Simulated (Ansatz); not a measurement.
# Effect of uniaxial strain ε_zz = −3.00 % on SiO2

The reference is SiO2 in the rutile structure (space group P4_2/mnm, No. 136; a = 4.155 Å, c = 2.661 Å). Axes: x, y, z lie along a, b, c of the conventional cell.

Perturbation: uniaxial strain ε_zz = −3.00 %, all other strain components held at zero; the atoms relax in the strained cell.

Calculations: LDA (Ansatz, a first-principles code, PAW, spin-orbit coupling left out). Settings: 8×8×12 k-points, 0.05 eV Fermi–Dirac smearing.

- Volume per atom: 7.43 Å³ (base 7.66 Å³)
- Energy relative to the base (free energy F): +17 meV/atom
- Pressure (mean of the normal stresses, compression positive): 12.35 GPa (base -0.01 GPa)
- Band gap: 6.45 eV (base 5.81 eV)
- Gap character: direct at Γ (base direct at Γ)
- Width of the top valence band: 2.88 eV (base 2.76 eV)
- Electron mass: 0.46 mₑ along z, 0.55 mₑ across (at Γ) (base 0.40 mₑ along c, 0.52 mₑ across (at Γ))
- Hole mass: 1.9 mₑ along z, 1.1 mₑ across (at Γ) (base 1.7 mₑ along c, 1.1 mₑ across (at Γ))
- Valence-band top at Γ (three highest levels, from the VBM): 0.00, -0.96, -0.96 eV (base 0.00, -0.91, -0.91 eV)
- Valley order (the lowest conduction-band minima on the path, energy above the VBM, named in the base's zone): Γ 6.45 eV; A (1/2, 1/2, 1/2) 7.44 eV (base Γ 5.81 eV; A (1/2, 1/2, 1/2) 7.19 eV)
- Stress (xx, yy, zz, yz, xz, xy; compression positive): (6.11, 6.11, 24.82, 0.00, 0.00, 0.00) GPa

Final structure:

```
SiO2
1.0
    4.15488     0.00000     0.00000
    0.00000     4.15488     0.00000
    0.00000     0.00000     2.58161
Si O
2 4
Direct
  0.00000   0.00000   0.00000
  0.50000   0.50000   0.50000
  0.30524   0.30524   0.00000
  0.80524   0.19476   0.50000
  0.19476   0.80524   0.50000
  0.69476   0.69476   0.00000
```

Effective masses come from finite differences of ±0.01 Å⁻¹. Whether these cells are dynamically stable was not tested.
